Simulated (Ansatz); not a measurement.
# What biaxial strain +0.79 %, plane normal [001], relaxed out of plane does to GaN

Take GaN in the wurtzite structure (space group P6_3mc, No. 186; a = 3.183 Å, c = 5.184 Å) as the base. Axes: x lies along a and z along c of the hexagonal cell.

The change: biaxial strain +0.79 %, plane normal [001], relaxed out of plane (Cartesian); in-plane vectors clamped, the third vector and the atoms free.

Level of theory: plane-wave PAW DFT at the r2SCAN level (Ansatz, a first-principles code, 500 eV), no SOC. k-mesh 12×12×7 (Γ-centred); smearing 0.05 eV (Fermi–Dirac).

The volume per atom increases by 0.14 Å³ to 11.51 Å³ and the shortest interatomic distance goes up by 0.0098 Å to 1.955 Å. The band gap falls by 0.08 eV to 2.27 eV and the gap character remains direct at Γ. The width of the top valence band shrinks by 0.06 eV, from 2.85 eV to 2.79 eV and the electron mass goes from 0.17 mₑ along c, 0.19 mₑ across (at Γ) to 0.17 mₑ out of plane, 0.18 mₑ in plane (at Γ). The valence-band top at Γ (three highest levels, from the VBM) becomes 0.00, -0.03, -0.03 eV (base: 0.00, 0.00, -0.04 eV) and the out-of-plane strain amounts to -0.37 %. The mean in-plane stress (compression positive) comes out as -3.5 GPa.

Cost of the whole job for the changed cell (relaxation, final SCF and bands): around 110 core-seconds (rough).

Effective masses come from finite differences of ±0.01 Å⁻¹. No phonon test of stability was made.
